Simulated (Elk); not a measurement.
Band structure of ReCl₆ (R-3, 7 atoms in the cell).

```
CELL_PARAMETERS angstrom
      3.04824     1.75990     5.55205
     -3.04824     1.75990     5.55205
      0.00000    -3.51980     5.55205
ATOMIC_POSITIONS crystal
  Re 0.00000 0.00000 0.00000
  Cl 0.61790 0.23109 0.91394
  Cl 0.38210 0.76891 0.08606
  Cl 0.91394 0.61790 0.23109
  Cl 0.08606 0.38210 0.76891
  Cl 0.23109 0.91394 0.61790
  Cl 0.76891 0.08606 0.38210
```
Moments meant for the start (each program seeds them in its own way; μB, in the order of the atoms Re Cl Cl Cl Cl Cl Cl): 1.0 0.0 0.0 0.0 0.0 0.0 0.0.

Method of the run: PBEsol, all-electron FP-LAPW, Elk's shipped species files, default APW+lo basis in Elk.

Settings: xctype = 22; spinpol = true; stype = 0; swidth = 0.00367493 Ha; ngridk = 3 3 3; reducebf = 0.5; rmtscf = 0.81; nempty = 12 per atom; maxscl = 100.

The starting cell comes from a database of computed structures (which also holds hypothetical and non-ambient phases and stackings), without a prior relaxation at this level. Spin-orbit coupling is off. With one magnetic atom in the cell only a parallel order is possible. Values depend on the basis (sphere radii, cutoffs, local orbitals), which need not be converged.

Levels in eV from the Fermi level, bands 32 to 39 of the first spin channel:
```tsv
point	32	33	34	35	36	37	38	39
B	-1.84	-1.29	-1.26	-1.10	0.44	0.54	0.77	3.61
Z	-1.32	-1.32	-1.30	-1.30	0.45	0.64	0.64	3.66
Γ	-1.35	-1.20	-1.20	-1.12	0.11	0.48	0.48	3.85
X	-1.53	-1.37	-1.25	-1.06	0.36	0.53	0.77	3.61
```

Bands cross the Fermi level along this path, so the cell is metallic at this level.

The net moment of the cell came out as 1.00 μB.
